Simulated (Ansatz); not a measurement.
```xyz
2
Lattice="0.0000 2.4482 2.4235 2.4482 0.0000 2.4235 2.4482 2.4482 0.0000" Properties=species:S:1:pos:R:3 pbc="T T T"
Be     0.0000     0.0000     0.0000
S      3.6723     3.6723     3.6352
```

All values below come from r2SCAN with spin-orbit coupling, rigid bands (plane waves, PAW; Ansatz, a program for electronic structure). Condition of this run: biaxial stress xx = yy = -1 GPa (compression positive) (the target of the relaxation). Geometry: cell and atoms relaxed with r2SCAN, then loaded as said.

Q: What conductivity effective mass do dilute holes have at 300 K?

A: 0.80 (x), 0.80 (y), 0.77 (z) mₑ.

Q: Predict the electron conductivity mass (n e² τ/σ) at 300 K, by direction if it differs.

A: 0.31 (x), 0.31 (y), 0.69 (z) mₑ.

Q: And the band gap?

A: 3.50 eV at this level; semilocal functionals usually fall short of the measured gap.

Rigid bands, one relaxation time for all states, no polarons.
